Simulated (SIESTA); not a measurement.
Input and output of a relaxation of the atoms for LaMg14Sn (P1, 16 atoms in the cell) (SIESTA).

Method: GGA PBEsol, numerical atomic orbitals DZP, PseudoDojo PBEsol standard norm-conserving potentials (rewritten from UPF to PSML) (SIESTA 5.4.2).

The change in words: atoms moved at random; MD.TypeOfRun: default → CG; MD.Steps: default → 40; MD.MaxForceTol: default → 0.005 eV/Ang. Reference geometry:
```
CELL_PARAMETERS angstrom
     10.41230     0.00000     0.00000
      0.00000     3.25118     5.73332
      0.00000    -3.25118     5.73332
ATOMIC_POSITIONS crystal
  La 0.50000 0.66799 0.66799
  Mg 0.00000 0.16820 0.16820
  Mg 0.00000 0.66743 0.66743
  Mg 0.50000 0.16229 0.67481
  Mg 0.50000 0.67481 0.16229
  Mg 0.00000 0.16781 0.66477
  Mg 0.00000 0.66477 0.16781
  Mg 0.23978 0.32703 0.83531
  Mg 0.76022 0.83531 0.32703
  Mg 0.76022 0.32703 0.83531
  Mg 0.23978 0.83531 0.32703
  Mg 0.25386 0.33361 0.33361
  Mg 0.74614 0.33361 0.33361
  Mg 0.23989 0.83638 0.83638
  Mg 0.76011 0.83638 0.83638
  Sn 0.50000 0.16204 0.16204
```

Reference input (self-consistent single point, DFT, GGA PBEsol, numerical atomic orbitals DZP, PseudoDojo PBEsol standard norm-conserving potentials (rewritten from UPF to PSML)): XC.functional = GGA; XC.authors = PBEsol; potentials = PseudoDojo PBEsol standard; PAO.BasisSize = DZP; PAO.EnergyShift = 0.01 Ry; MeshCutoff = 400 Ry; kgrid.MonkhorstPack = 3 5 5 shifted by 0.5 0.5 0.5; OccupationFunction = FD; ElectronicTemperature = 0.1 eV; MaxSCFIterations = 150; SCF.Mixer.Method = Broyden; SCF.Mixer.Weight = 0.25. This run's input differs from it in these lines:

```diff
@@ -19,18 +19,18 @@
 %block AtomicCoordinatesAndAtomicSpecies
-     0.500000000    0.667990000    0.667990000  1
-     0.000000000    0.168200000    0.168200000  2
-     0.000000000    0.667430000    0.667430000  2
-     0.500000000    0.162290000    0.674810000  2
-     0.500000000    0.674810000    0.162290000  2
-     0.000000000    0.167810000    0.664770000  2
-     0.000000000    0.664770000    0.167810000  2
-     0.239780000    0.327030000    0.835310000  2
-     0.760220000    0.835310000    0.327030000  2
-     0.760220000    0.327030000    0.835310000  2
-     0.239780000    0.835310000    0.327030000  2
-     0.253860000    0.333610000    0.333610000  2
-     0.746140000    0.333610000    0.333610000  2
-     0.239890000    0.836380000    0.836380000  2
-     0.760110000    0.836380000    0.836380000  2
-     0.500000000    0.162040000    0.162040000  3
+     0.500467000    0.665239000    0.670922000  1
+     0.006639000    0.168594000    0.175233000  2
+    -0.006438000    0.667637000    0.673517000  2
+     0.504276000    0.169686000    0.662038000  2
+     0.497181000    0.663489000    0.161041000  2
+    -0.002830000    0.171410000    0.651079000  2
+     0.002249000    0.663523000    0.170092000  2
+     0.239980000    0.323624000    0.838058000  2
+     0.766036000    0.837574000    0.333868000  2
+     0.756218000    0.322475000    0.843663000  2
+     0.239457000    0.832771000    0.327627000  2
+     0.244847000    0.339944000    0.338043000  2
+     0.748693000    0.339550000    0.329366000  2
+     0.242710000    0.830441000    0.836487000  2
+     0.761588000    0.837943000    0.833668000  2
+     0.498928000    0.166100000    0.155297000  3
 %endblock AtomicCoordinatesAndAtomicSpecies
@@ -56,2 +56,5 @@
 Diag.ParallelOverK           true
+MD.TypeOfRun                 CG
+MD.Steps                     40
+MD.MaxForceTol               0.005 eV/Ang
 WriteForces                  true
```

Output, abridged:

```
        iscf     Eharris(eV)        E_KS(eV)     FreeEng(eV)     dDmax    Ef(eV) dHmax(eV)
   scf:    1   -25626.597437   -25668.248891   -25668.462153  1.834198 -3.252106  9.065553
   scf:    2   -25622.684190   -25662.016052   -25662.268907  0.724523 -3.141810 11.684420
   scf:    3   -25675.640717   -25675.207897   -25675.424487  0.507850 -3.219661  2.419686
   scf:    4   -25675.527430   -25675.380458   -25675.598895  0.055821 -3.246398  1.323111
   scf:    5   -25675.486055   -25675.443153   -25675.664371  0.057518 -3.275428  0.226080
   scf:    6   -25675.444898   -25675.446315   -25675.667085  0.011559 -3.277516  0.103813
   scf:    7   -25675.448369   -25675.447998   -25675.668571  0.005950 -3.278189  0.061517
   scf:    8   -25675.448509   -25675.448274   -25675.668746  0.001966 -3.278430  0.032448
   scf:    9   -25675.448466   -25675.448373   -25675.668792  0.001626 -3.278591  0.015366
   scf:   10   -25675.448397   -25675.448387   -25675.668801  0.000879 -3.278719  0.002563
   scf:   11   -25675.448388   -25675.448387   -25675.668801  0.000107 -3.278780  0.001522
   scf:   12   -25675.448387   -25675.448387   -25675.668801  0.000048 -3.278818  0.000618
SCF Convergence by DM+H criterion
max |DM_out - DM_in|         :     0.0000480565
max |H_out - H_in|      (eV) :     0.0006183306
SCF cycle converged after 12 iterations

Using DM_out to compute the final energy and forces

siesta: E_KS(eV) =           -25675.4484

siesta: E_KS - E_eggbox =    -25675.4484

siesta: Atomic forces (eV/Ang):
     1    0.053411    0.434415   -0.261200
     2   -0.304226    0.115647   -0.124542
     3    0.351913   -0.097277   -0.155478
     4   -0.184370   -0.213797   -0.005892
     5    0.134882    0.112286    0.336463
     6    0.084457   -0.245711    0.319003
     7   -0.156800    0.167304    0.060903
     8    0.069291    0.177493   -0.000132
     9   -0.378773   -0.065336   -0.160421
    10    0.153139    0.130059   -0.058496
    11    0.195984   -0.165494    0.147272
   [... lines left out ...]
outcell: Cell volume (Ang**3)        :    388.1720
        iscf     Eharris(eV)        E_KS(eV)     FreeEng(eV)     dDmax    Ef(eV) dHmax(eV)
siesta: FreeEng =    -25675.835600
   [... lines left out ...]
siesta:    -0.002436   -0.000001   -0.000001
siesta:    -0.000001    0.005426    0.000040
siesta:    -0.000001    0.000040    0.001800

siesta: Cell volume =        388.171954 Ang**3

siesta: Pressure (static):
siesta:                Solid            Molecule  Units
siesta:          -0.00001739         -0.00001746  Ry/Bohr**3
siesta:          -0.00159628         -0.00160304  eV/Ang**3
siesta:          -2.55751843         -2.56834675  kBar
```

The run converged. 

Summary of the result:
- Free energy E − TS = -25675.8356 eV
- Fermi level (on the code's own zero) = -3.27 eV
- Pressure = -0.26 GPa
- Largest force (vector length) = 0.006 eV/Å
- Relaxation steps = 16

The starting cell comes from a database of computed structures (which also holds hypothetical and non-ambient phases and stackings), without a prior relaxation at this level. For this run, on top of that: atoms moved at random. Values carry the incompleteness of an atom-centred basis.

Cost on one core of a shared machine: roughly 10 min.
